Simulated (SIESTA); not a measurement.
Input and output of a self-consistent single point for Hf (P6_3/mmc, 4 atoms in the cell) (SIESTA).

Method of the run: LDA PW92, numerical atomic orbitals DZP, PseudoDojo LDA standard norm-conserving potentials (rewritten from UPF to PSML) in SIESTA 5.4.2.

```
CELL_PARAMETERS angstrom
      3.18216     0.00000     0.00000
     -1.59108     2.75583     0.00000
      0.00000     0.00000    10.23863
ATOMIC_POSITIONS crystal
  Hf 0.00000 0.00000 0.00000
  Hf 0.00000 0.00000 0.50000
  Hf 0.33333 0.66667 0.25000
  Hf 0.66667 0.33333 0.75000
```

Reference input (self-consistent single point, DFT, LDA PW92, numerical atomic orbitals DZP, PseudoDojo LDA standard norm-conserving potentials (rewritten from UPF to PSML)): XC.functional = LDA; XC.authors = PW92; potentials = PseudoDojo LDA standard; PAO.BasisSize = DZP; PAO.EnergyShift = 0.01 Ry; MeshCutoff = 350 Ry; kgrid.MonkhorstPack = 12 12 4; OccupationFunction = MP; OccupationMPOrder = 0; ElectronicTemperature = 3156.43 K; MaxSCFIterations = 150; SCF.Mixer.Method = Pulay. This run's input differs from it in these lines:

```diff
@@ -35,3 +35,3 @@
 OccupationMPOrder            0
-ElectronicTemperature        3156.43 K
+ElectronicTemperature        580.23 K
```

The program printed (abridged):

```
        iscf     Eharris(eV)        E_KS(eV)     FreeEng(eV)     dDmax    Ef(eV) dHmax(eV)
   scf:    1    -6135.059122    -6139.369768    -6139.374377  1.161978 -3.111200  4.498098
   scf:    2    -6140.679490    -6140.047881    -6140.051846  0.058950 -3.258526  3.209070
   scf:    3    -6141.172706    -6140.708088    -6140.714235  0.121558 -3.598657  0.673690
   scf:    4    -6140.738868    -6140.733775    -6140.739718  0.016426 -3.649138  0.039735
   scf:    5    -6140.730839    -6140.733040    -6140.739105  0.003836 -3.649986  0.092825
   [... 3 lines left out ...]
   scf:    9    -6140.734034    -6140.734037    -6140.740003  0.000056 -3.654678  0.000265
   scf:   10    -6140.734036    -6140.734037    -6140.740003  0.000013 -3.654652  0.000473
   scf:   11    -6140.734037    -6140.734037    -6140.740003  0.000015 -3.654681  0.000027
   scf:   12    -6140.734037    -6140.734037    -6140.740003  0.000002 -3.654683  0.000057
SCF Convergence by DM+H criterion
max |DM_out - DM_in|         :     0.0000018322
max |H_out - H_in|      (eV) :     0.0000568826
SCF cycle converged after 12 iterations

Using DM_out to compute the final energy and forces

siesta: E_KS(eV) =            -6140.7340

siesta: E_KS - E_eggbox =     -6140.7340

siesta: Atomic forces (eV/Ang):
     1   -0.000000    0.000000   -0.000024
     2   -0.000000    0.000000    0.000024
     3    0.000002   -0.000001   -0.000003
     4   -0.000002    0.000001    0.000003
   Tot    0.000000    0.000000   -0.000000
   Max    0.000024
   Res    0.000010    sqrt( Sum f_i^2 / 3N )
   Max    0.000024    constrained

Stress tensor Voigt[x,y,z,yz,xz,xy] (kbar):      109.45      109.45      120.22       -0.00        0.00        0.00
(Free)E + p*V (eV/cell)    -6147.0748
   [... lines left out ...]
siesta: FreeEng =     -6140.740003
siesta: Cell volume =         89.787720 Ang**3
siesta:        -113.03806244       -113.03886018  kBar
   [... lines left out ...]
              0.275   0.554   0.469   0.680   0.469   0.554  -0.017  -0.002

             -0.031  -0.002  -0.017

mulliken: Qtot =       48.000

Mulliken Atomic Populations:
Atom #   charge [q] valence [e]  Species
     1    -0.037101   12.037101  Hf
     2    -0.037101   12.037101  Hf
     3     0.037099   11.962901  Hf
     4     0.037103   11.962897  Hf
 Total     0.000000
```

The run converged in 12 iterations. Against the reference run the free energy goes up by 23.6 meV/atom and the pressure hardly changes (-11.36 to -11.30 GPa).

The starting cell was generated: these elements placed on a structure prototype, without a prior relaxation; it need not be a known phase or ordering of this composition. Values carry the incompleteness of an atom-centred basis. With a pressure of about -11 GPa the cell is away from its equilibrium volume at this level.

Cost on one core of a shared machine: roughly 90 s.
